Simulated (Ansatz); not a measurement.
# Lu2Ti2O7 (Fd-3m, No. 227, 22 atoms in the cell; start mp-3200)

All values below come from PBEsol (Ansatz, a quantum-chemistry and plane-wave program, PAW).

Run with plane-wave cutoff 520 eV, 6×6×6 k mesh, Fermi–Dirac smearing 0.01 eV, no spin polarisation, scalar-relativistic PAW data made under PBE.

Cell (relaxed with PBEsol):

```yaml
crystal:
  lattice:
    - [0.00000, 4.98173, 4.98173]
    - [4.98173, 0.00000, 4.98173]
    - [4.98173, 4.98173, 0.00000]
  atoms:
    - { symbol: Lu, position: [0.12500, 0.12500, 0.62500] }
    - { symbol: Lu, position: [0.12500, 0.62500, 0.12500] }
    - { symbol: Lu, position: [0.12500, 0.12500, 0.12500] }
    - { symbol: Lu, position: [0.62500, 0.12500, 0.12500] }
    - { symbol: Ti, position: [0.62500, 0.62500, 0.12500] }
    - { symbol: Ti, position: [0.62500, 0.12500, 0.62500] }
    - { symbol: Ti, position: [0.62500, 0.62500, 0.62500] }
    - { symbol: Ti, position: [0.12500, 0.62500, 0.62500] }
    - { symbol: O, position: [0.25000, 0.25000, 0.25000] }
    - { symbol: O, position: [0.00000, 0.00000, 0.00000] }
    - { symbol: O, position: [0.54238, 0.95762, 0.54238] }
    - { symbol: O, position: [0.29238, 0.70762, 0.70762] }
    - { symbol: O, position: [0.95762, 0.54238, 0.95762] }
    - { symbol: O, position: [0.70762, 0.29238, 0.29238] }
    - { symbol: O, position: [0.54238, 0.54238, 0.95762] }
    - { symbol: O, position: [0.70762, 0.29238, 0.70762] }
    - { symbol: O, position: [0.95762, 0.95762, 0.54238] }
    - { symbol: O, position: [0.29238, 0.70762, 0.29238] }
    - { symbol: O, position: [0.95762, 0.54238, 0.54238] }
    - { symbol: O, position: [0.70762, 0.70762, 0.29238] }
    - { symbol: O, position: [0.54238, 0.95762, 0.95762] }
    - { symbol: O, position: [0.29238, 0.29238, 0.70762] }
```

| Quantity | Result |
|---|---|
| band gap | 2.58 eV |
| smallest direct gap on the k points sampled | 2.63 eV |

Spin–orbit coupling is not included.

Computed values are for the static lattice.

It cost roughly 2.1 core-minutes of CPU time.

A start named mp-… is a Materials Project structure, which need not be a measured phase.
